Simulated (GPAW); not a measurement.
Band structure of CoAl (Pm-3m, 2 atoms in the cell).

```
CoAl
1.0
    2.90690     0.00000     0.00000
    0.00000     2.90690     0.00000
    0.00000     0.00000     2.90690
Al Co
1 1
Direct
  0.50000   0.50000   0.50000
  0.00000   0.00000   0.00000
```

Method: PBE, GPAW PAW datasets PBE (gpaw-data 1.0.1) (plane waves; GPAW).

Settings: mode = pw; ecut = 800 eV; xc = PBE; kpts = 15 15 15; mesh shift (steps) = 0 0 0; occupations.name = fermi-dirac; occupations.width = 0.05 eV; nbands = -10; convergence.density = 1e-05 e/electron; convergence.energy = 1e-05 eV/electron; symmetry.symmorphic = false; symmetry.tolerance = 0.0005; maxiter = 150; bandpath_npoints = 40.

The starting cell has typed, rounded lattice constants, without a prior relaxation at this level. Its lattice was rescaled by a random factor within 2.5 % of one. Spin polarisation is off.

Levels in eV from the Fermi level, bands 3 to 10:
| point | 3 | 4 | 5 | 6 | 7 | 8 | 9 | 10 |
|---|---|---|---|---|---|---|---|---|
| Γ | -2.71 | -0.75 | -0.75 | -0.75 | 5.66 | 5.66 | 5.66 | 8.50 |
| X | -2.17 | -1.57 | -1.57 | -0.65 | 0.16 | 8.31 | 10.25 | 10.25 |
| M | -2.60 | -2.60 | -1.36 | -1.36 | -0.21 | 2.23 | 3.15 | 12.09 |
| R | -3.68 | -0.17 | -0.17 | 2.33 | 2.33 | 2.33 | 3.57 | 5.04 |

Bands cross the Fermi level along this path, so the cell is metallic at this level.
